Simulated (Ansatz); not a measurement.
# A computed series for Ti: response to strain

Take Ti in the hcp (Mg type) structure (space group P6_3/mmc, No. 194; a = 2.936 Å, c = 4.640 Å; relaxed with 0.1 eV smearing) as the base. Axes: x lies along a and z along c of the hexagonal cell.

Strains are applied to the cell and any free atomic positions relax.

Computed with r2SCAN in Ansatz (plane waves to 500 eV, PAW, without spin-orbit coupling).

Notes on the quantities. pressure: mean of the normal stresses, compression positive; energy relative to the base: free energy F.

| case | pressure | volume per atom | energy relative to the base |
|---|---|---|---|
| base | 0.0 GPa | 17.32 Å³ | 0 meV/atom |
| uniaxial strain ε_zz = +0.50 % | -0.6 GPa | 17.41 Å³ | +0.3 meV/atom |
| uniaxial strain ε_zz = +1.00 % | -1.1 GPa | 17.50 Å³ | +1.0 meV/atom |
| uniaxial strain ε_zz = +1.50 % | -1.7 GPa | 17.58 Å³ | +2.3 meV/atom |
| uniaxial strain ε_zz = +2.00 % | -2.2 GPa | 17.67 Å³ | +4.1 meV/atom |
| uniaxial strain ε_zz = +2.50 % | -2.7 GPa | 17.76 Å³ | +6.4 meV/atom |
| uniaxial strain ε_zz = +3.00 % | -3.2 GPa | 17.84 Å³ | +9.1 meV/atom |

Stability against distortions was not tested. The final runs are not spin-polarised.

Ansatz is an electronic-structure program.
